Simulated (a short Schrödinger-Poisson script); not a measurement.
## MOS inversion layer, SiO2 on p-type Si(110)

System: MOS inversion layer, SiO2 on p-type Si(110), at 300 K.

```csv
layer,material,thickness (nm),Na (cm⁻³)
1,SiO2,1.8,-
2,Si,340,1.6e18
```

The device is made up for the run: typed textbook-type constants, with dimensions and the other settings drawn at random. SiO2: permittivity 3.9, conduction-band edge (eV) 3.15, gap (eV) 9, electron mass (mₑ) 0.5. Si: permittivity 11.7, conduction-band edge (eV) 0, gap (eV) 1.124, Nv at 300 K (cm⁻³) 3.1e19.

Channel valleys (confinement mass, in-plane density-of-states mass, number): Δ4 0.315, 0.324, 4; Δ2 0.19, 0.417, 2. At the gate the conduction-band edge of layer 1 lies 3.33 eV − eVg above the Fermi level of the channel; the field vanishes at the back. Gaps are held at their typed values at every temperature. Mesh 0.03 nm at interfaces.

Solved with a short Schrödinger-Poisson script written for these runs: 1D Poisson equation in equilibrium, electrons quantum, Hartree (BenDaniel-Duke, 12 states a valley, the channel's in-plane mass for all, wave functions free to enter the dielectric), parabolic valleys, classical holes, full ionisation, no traps, pinning or gate leakage.

```csv
Vg (V),electrons (cm⁻²),C (μF/cm²),Δ4 E0 (meV),Δ4 E1 (meV),Δ2 E0 (meV),Δ2 E1 (meV)
0.25,1.50e6,0.343,421.3,544.4,443.5,587.2
0.3,6.57e6,0.336,383.0,508.7,405.6,552.5
0.35,2.91e7,0.329,344.5,472.7,367.4,517.4
0.4,1.30e8,0.323,305.7,436.4,329.0,481.9
0.45,5.86e8,0.318,266.7,399.7,290.3,446.1
0.5,2.65e9,0.321,227.6,362.9,251.5,410.1
0.55,1.19e10,0.350,188.8,326.4,213.1,374.4
0.6,4.89e10,0.468,152.0,291.8,176.6,340.5
0.65,1.61e11,0.723,121.1,262.9,146.0,312.2
0.7,3.81e11,0.989,98.6,242.5,123.8,292.2
0.75,6.89e11,1.17,83.0,228.8,108.6,278.9
0.8,1.05e12,1.28,71.8,219.4,97.7,269.7
0.85,1.45e12,1.35,63.1,212.6,89.4,263.1
0.9,1.87e12,1.40,56.2,207.4,82.8,258.2
0.95,2.31e12,1.44,50.4,203.4,77.4,254.3
1,2.76e12,1.47,45.4,200.2,72.8,251.2
1.05,3.21e12,1.49,41.1,197.5,68.7,248.7
1.1,3.68e12,1.51,37.2,195.3,65.2,246.6
1.15,4.15e12,1.52,33.7,193.5,62.0,244.8
1.2,4.63e12,1.53,30.5,191.9,59.1,243.4
```

Gate voltages with under 1e6 electrons/cm² are left out.

Subbands count from the Fermi level.
